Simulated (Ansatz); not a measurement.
## A computed series for HfO2: pressure series

Consider HfO$_{2}$ (space group P4_2/nmc, No. 137; a = 3.577 Å, c = 5.203 Å).

Cell and atoms are relaxed at each pressure.

Calculations: r2SCAN (Ansatz, a quantum-chemistry and plane-wave program), no SOC.

Notes on the quantities. enthalpy: H = E + PV relative to the base's energy.

| case | electron mass | band gap | enthalpy | volume per atom | c/a ratio |
|---|---|---|---|---|---|
| base | 1.0 mₑ along c, 0.89 mₑ across (at Γ) | 5.27 eV | – | 11.09 Å³ | 1.455 |
| pressure −2 GPa | 1.0 mₑ along c, 0.91 mₑ across (at Γ) | 5.26 eV | -0.14 eV/atom | 11.21 Å³ | 1.459 |
| pressure −1 GPa | 1.0 mₑ along c, 0.90 mₑ across (at Γ) | 5.26 eV | -0.07 eV/atom | 11.15 Å³ | 1.457 |
| pressure 0.3 GPa | 1.0 mₑ along c, 0.89 mₑ across (at Γ) | 5.27 eV | +0.02 eV/atom | 11.08 Å³ | 1.454 |
| pressure 0.7 GPa | 1.0 mₑ along c, 0.89 mₑ across (at Γ) | 5.27 eV | +0.05 eV/atom | 11.05 Å³ | 1.453 |
| pressure 1.5 GPa | 1.1 mₑ along c, 0.88 mₑ across (at Γ) | 5.27 eV | +0.10 eV/atom | 11.01 Å³ | 1.452 |
| pressure 3 GPa | 1.0 mₑ along c, 0.87 mₑ across (at Γ) | 5.25 eV | +0.21 eV/atom | 10.93 Å³ | 1.449 |
| pressure 5 GPa | 1.0 mₑ along c, 0.85 mₑ across (at Γ) | 5.23 eV | +0.34 eV/atom | 10.83 Å³ | 1.446 |
| pressure 7.5 GPa | 1.0 mₑ along c, 0.84 mₑ across (at Γ) | 5.21 eV | +0.51 eV/atom | 10.71 Å³ | 1.443 |
| pressure 10 GPa | 1.0 mₑ along c, 0.82 mₑ across (at Γ) | 5.18 eV | +0.68 eV/atom | 10.60 Å³ | 1.440 |

Spin-orbit coupling, missing from the scalar runs, can matter with Hf. Load acts through the strain it causes; cell and atoms are relaxed under it. Masses are band curvatures over ±0.01 Å⁻¹ around the edge. No phonon test of stability was made. No other phases were tried under pressure. This is not the structure that HfO2 has at room temperature and ambient pressure.
